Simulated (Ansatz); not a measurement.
The starting structures come from a database of crystals and need not be the phases stable at ambient conditions.

# Evanescent states of AgI (P4/nmm, not sure to be the ambient phase, 4 atoms a cell, 30.1 Å³ an atom) along the normal of (111)

The numbers are results of PBEsol (plane waves, PAW; Ansatz, a program for electronic structure), not measurements.

The gap is the functional's own. No spin-orbit coupling. Mid-gap values are interpolated on the energy grid.

Energies count from the valence-band top; κ is the least over a 6×6 mesh across the current.

| E (eV) | κ (1/Å) | where |
|---|---|---|
| 0.04 | 0.044 | Γ |
| 0.10 | 0.072 | Γ |
| 0.17 | 0.089 | Γ |
| 0.24 | 0.100 | Γ |
| 0.32 | ___ | Γ |
| 0.39 | ___ | Γ |
| 0.46 | ___ | Γ |
| 0.53 | ___ | Γ |
| 0.59 | ___ | Γ |
| 0.67 | ___ | Γ |
| 0.73 | ___ | Γ |
| 0.81 | ___ | Γ |
| 0.88 | 0.094 | Γ |
| 0.94 | 0.083 | Γ |
| 1.01 | 0.066 | Γ |
| 1.08 | 0.039 | Γ |

Problem. What belongs in the gaps?

Solution. 
- 0.32, κ (1/Å): 0.108
- 0.39, κ (1/Å): 0.113
- 0.46, κ (1/Å): 0.116
- 0.53, κ (1/Å): 0.117
- 0.59, κ (1/Å): 0.116
- 0.67, κ (1/Å): 0.114
- 0.73, κ (1/Å): 0.109
- 0.81, κ (1/Å): 0.103
